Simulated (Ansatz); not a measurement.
## Electron-phonon data for BaSn5 (P6/mmm)

Here is the system:

```
BaSn5
1.0
    5.32185     0.00000     0.00000
   -2.66093     4.60886     0.00000
    0.00000     0.00000     7.09022
Ba Sn
1 5
Direct
  0.00000   0.00000   0.50000
  0.66667   0.33333   0.78874
  0.33333   0.66667   0.21126
  0.33333   0.66667   0.78874
  0.66667   0.33333   0.21126
  0.00000   0.00000   0.00000
```

Computed with PBEsol, DFPT electron-phonon coupling, linearised Boltzmann equation (plane waves, PAW, scalar-relativistic; Ansatz, a quantum-chemistry and plane-wave program). How the cell was made: relaxed with this functional, without spin-orbit coupling.

The resistivity at 300 K is 17.9 (x), 17.9 (y), 71 (z) μΩ·cm. The electron mean free path at 300 K (weighted by the current that each state carries) is 6.2 (x), 6.2 (y), 4.5 (z) nm. The density of states at the Fermi level is 1.33 states/(eV·spin·cell).

A metal at this level (no band gap). Only scattering by harmonic phonons is included (no impurities, grain boundaries, electron-electron scattering or thermal expansion). Spin-orbit coupling is left out. The squared frequency of the phonon mode least converged on the k mesh is uncertain by about 18 %. Halving the electron mesh (20x20x12) moves the resistivity by up to 11 % at 300 K, the mean free path by up to 8 %. Smearing 0.20 eV; phonons on a 3x3x2 q mesh, which this run doesn't test and which matters most at low temperature.

Computed structure with no diffraction record at hand here (it may be known, metastable or hypothetical): BaSn5 (P6/mmm).
